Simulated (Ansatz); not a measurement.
**PtSn₂ (Fm-3m, No. 225, 3 atoms in the cell; start mp-19962): bulk modulus B0 by level of theory**

No measured value is used here.

| level (code) | value (GPa) | cell (Å³/atom) |
|---|---|---|
| LDA (Ansatz) | 114 | 21.90 |
| PBEsol (Ansatz) | 106 | 22.41 |
| r²SCAN (Ansatz) | 106 | 22.68 |

The crystal itself was run without spin with LDA, PBEsol, r²SCAN; a magnetic state was not tried in these runs. Density-functional levels without +SOC have no spin–orbit coupling. LDA, PBEsol, r²SCAN: the bulk modulus is −V dP/dV from two relaxed cells at ±2 % in volume. LDA, PBEsol, r²SCAN: the relaxation could not lower the start's symmetry, so the cell can be a saddle point above a distorted one. Each level is taken at its own relaxed cell. Cutoffs differ between the levels. Ansatz's density-functional and Hartree–Fock values are scalar-relativistic unless marked +SOC, with PAW data made under PBE.

A start named mp-… is a Materials Project structure, which need not be a measured phase.

Ansatz is a first-principles code.
